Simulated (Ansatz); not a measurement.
Consider SnS in the GeS type structure (space group Pnma, No. 62; a = 11.155 Å, b = 4.000 Å, c = 4.261 Å). Axes: x, y, z lie along a, b, c of the conventional cell.

Levels (all Ansatz, a quantum-chemistry and plane-wave program, PAW): PBE-D3(BJ) (420 eV, without spin-orbit coupling); HSE06 (420 eV, spin-orbit coupling left out).

Its gap is 0.70 eV with PBE-D3(BJ) and 1.03 eV with HSE06.

It is then changed as follows: uniaxial stress, 2 GPa tension along x; all other stress components relax to zero.

With PBE-D3(BJ) the gap becomes 0.37 eV.

Question: If the HSE06 correction stayed the same, what would the HSE06 gap be, and what does the HSE06 run give?

Answer: A rigid correction of +0.33 eV gives 0.70 eV. The HSE06 run gives 0.72 eV, so the two effects roughly add.

Single points use the geometry relaxed with PBE-D3(BJ). HSE06 was sampled on its mesh, a few special points and the semilocal edge points, so its gap is an upper bound. Load acts through the strain it causes; cell and atoms are relaxed under it. Stability under load was not tested beyond the relaxation.
